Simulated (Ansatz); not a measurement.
System: WGe2N4 (model structure, started from the MoSi2N4 type, P6₃/mmc, No. 194, 14 atoms in the cell). Method: PBEsol (Ansatz, a first-principles code, plane waves, PAW).

Input file:

Ansatz 0.2 input:
```yaml
crystal:
  lattice:
    - [3.0047417592, 0.0, 0.0]
    - [-1.5023708796, 2.6021826953, 0.0]
    - [0.0, 0.0, 21.4626162185]
  atoms:
    - { symbol: W, position: [0.3333333333, 0.6666666667, 0.25] }
    - { symbol: W, position: [0.6666666667, 0.3333333333, 0.75] }
    - { symbol: N, position: [0.6666666667, 0.3333333333, 0.3066295262] }
    - { symbol: N, position: [0.3333333333, 0.6666666667, 0.8066295262] }
    - { symbol: N, position: [0.3333333333, 0.6666666667, 0.6933704738] }
    - { symbol: N, position: [0.6666666667, 0.3333333333, 0.1933704738] }
    - { symbol: Ge, position: [0.6666666667, 0.3333333333, 0.3935931407] }
    - { symbol: Ge, position: [0.3333333333, 0.6666666667, 0.8935931407] }
    - { symbol: Ge, position: [0.3333333333, 0.6666666667, 0.6064068593] }
    - { symbol: Ge, position: [0.6666666667, 0.3333333333, 0.1064068593] }
    - { symbol: N, position: [0.0, 0.0, 0.4223129123] }
    - { symbol: N, position: [0.0, 0.0, 0.9223129123] }
    - { symbol: N, position: [0.0, 0.0, 0.5776870877] }
    - { symbol: N, position: [0.0, 0.0, 0.0776870877] }
basis:
  ecutwfc: 520
  ecutrho_ratio: 4
  xc_grid: 2
kpoints:
  mp_grid: { grid: [12, 12, 2] }
  band_path:
    path:
      - [0.0, 0.0, 0.0]
      - [0.041667, 0.0, 0.0]
      - [0.083333, 0.0, 0.0]
      - [0.125, 0.0, 0.0]
      - [0.166667, 0.0, 0.0]
      - [0.208333, 0.0, 0.0]
      - [0.25, 0.0, 0.0]
      - [0.291667, 0.0, 0.0]
      - [0.333333, 0.0, 0.0]
      - [0.375, 0.0, 0.0]
      - [0.416667, 0.0, 0.0]
      - [0.458333, 0.0, 0.0]
      - [0.5, 0.0, 0.0]
      - [0.472222, 0.055556, 0.0]
      - [0.444444, 0.111111, 0.0]
      - [0.416667, 0.166667, 0.0]
      - [0.388889, 0.222222, 0.0]
      - [0.361111, 0.277778, 0.0]
      - [0.333333, 0.333333, 0.0]
      - [0.309524, 0.309524, 0.0]
      - [0.285714, 0.285714, 0.0]
      - [0.261905, 0.261905, 0.0]
      - [0.238095, 0.238095, 0.0]
      - [0.214286, 0.214286, 0.0]
      - [0.190476, 0.190476, 0.0]
      - [0.166667, 0.166667, 0.0]
      - [0.142857, 0.142857, 0.0]
      - [0.119048, 0.119048, 0.0]
      - [0.095238, 0.095238, 0.0]
      - [0.071429, 0.071429, 0.0]
      - [0.047619, 0.047619, 0.0]
      - [0.02381, 0.02381, 0.0]
      - [0.0, 0.0, 0.5]
      - [0.041667, 0.0, 0.5]
      - [0.083333, 0.0, 0.5]
      - [0.125, 0.0, 0.5]
      - [0.166667, 0.0, 0.5]
      - [0.208333, 0.0, 0.5]
      - [0.25, 0.0, 0.5]
      - [0.291667, 0.0, 0.5]
      - [0.333333, 0.0, 0.5]
      - [0.375, 0.0, 0.5]
      - [0.416667, 0.0, 0.5]
      - [0.458333, 0.0, 0.5]
      - [0.5, 0.0, 0.5]
      - [0.472222, 0.055556, 0.5]
      - [0.444444, 0.111111, 0.5]
      - [0.416667, 0.166667, 0.5]
      - [0.388889, 0.222222, 0.5]
      - [0.361111, 0.277778, 0.5]
      - [0.333333, 0.333333, 0.5]
      - [0.309524, 0.309524, 0.5]
      - [0.285714, 0.285714, 0.5]
      - [0.261905, 0.261905, 0.5]
      - [0.238095, 0.238095, 0.5]
      - [0.214286, 0.214286, 0.5]
      - [0.190476, 0.190476, 0.5]
      - [0.166667, 0.166667, 0.5]
      - [0.142857, 0.142857, 0.5]
      - [0.119048, 0.119048, 0.5]
      - [0.095238, 0.095238, 0.5]
      - [0.071429, 0.071429, 0.5]
      - [0.047619, 0.047619, 0.5]
      - [0.02381, 0.02381, 0.5]
    npoints: 1
hamiltonian:
  xc: pbesol
  dispersion: none
  pseudopotentials: { kind: paw }
scf:
  occupations: { method: fermi_dirac, width: 0.01 }
  convergence: { dr2_threshold: 0.0000000014 }
output:
  forces: true
  stress: true
  eigenvalues: true
  write_bands: true
```

Output (set-up and result lines):

```
Crystal: 14 atoms, lattice volume = 167.814 Å³
Basis set: ecut = 520 eV, 4579 PW (Γ), exchange–correlation on 48×48×320 points (8 copies of the dense FFT grid, shifted against one another)
Bands: 76, of which v1, the nominal top of the filled ones, is band 62 counted from 1 (61 counted from 0)
Symmetry: 24 space group operations
Space group: P63/mmc (ITA 194), of the structure as read, at distance tolerance 5.5e-5 Å
k-points: 38 of 288
Functional: x = pbesol(κ = 0.804, μ = 0.12345679012345678), c = pbesol(β = 0.046)
SCF iter   1: F=—  HF=-40560.077372 eV  |F-HF|=—  |Δ(HF+E_count)|=         —  Δρ=1.21e-2  dr2=2.14e-1
SCF iter   2: F=—  HF=-40560.027858 eV  |F-HF|=—  |Δ(HF+E_count)|=   4.95e-2  Δρ=3.26e-3  dr2=1.87e-2
  ...
SCF iter   9: F=—  HF=-40560.026023 eV  |F-HF|=—  |Δ(HF+E_count)|=   3.07e-8  Δρ=1.14e-6  dr2=3.68e-9
SCF iter  10: F=-40560.026023 eV  HF=-40560.026023 eV  |F-HF|=4.07e-10  |Δ(HF+E_count)|=   4.94e-9  Δρ=3.05e-7  dr2=3.27e-10
SCF 1 converged in 10 iterations: F = -40560.026023 eV  dr2 = 3.27e-10
SCF converged after 10 iterations
Free energy (F): -40560.026023 eV
Internal energy: -40560.026023 eV  (E = F + TS)
E sigma→0 (E₀):  -40560.026023 eV
Fermi energy:    12.736812 eV
--- Forces (eV/Å), atoms counted from 1 ---
  atom   1  W     -0.00000000     0.00000000     0.00000000
  atom   2  W     -0.00000000    -0.00000000     0.00000000
  atom   3  N     -0.00000000     0.00000000    -0.14594022
  atom   4  N      0.00000000    -0.00000000    -0.14594022
  atom   5  N     -0.00000000    -0.00000000     0.14594022
  atom   6  N     -0.00000000     0.00000000     0.14594022
  atom   7  Ge    -0.00000000     0.00000000    -0.04019992
  atom   8  Ge     0.00000000    -0.00000000    -0.04019992
  atom   9  Ge     0.00000000    -0.00000000     0.04019992
  atom  10  Ge    -0.00000000     0.00000000     0.04019992
  atom  11  N     -0.00000000    -0.00000000    -0.18683623
  atom  12  N      0.00000000     0.00000000    -0.18683623
  atom  13  N     -0.00000000     0.00000000     0.18683623
  atom  14  N      0.00000000    -0.00000000     0.18683623
--- Stress (GPa, compression-positive) ---
       -2.805834      -0.000000       0.000000
        0.000000      -2.805834       0.000000
        0.000000       0.000000      -1.856128
  P = ⅓ Tr σ = -2.4893 GPa (-24.893 kbar)
```

The PAW data were made under PBE.

Note: the relaxation could raise the start's symmetry but not lower it, so the cell can be a saddle point. Note: cell and atoms aren't relaxed at this level (largest force component 0.19 eV/Å, pressure -2.5 GPa). Note: the cell has widely spaced layers and the level no dispersion term, so their spacing and the moduli can rest on weak binding.

A model structure was made by putting elements into a prototype or built by hand; it is no filed structure, need not be a known phase, and can be a saddle point held by its symmetry.
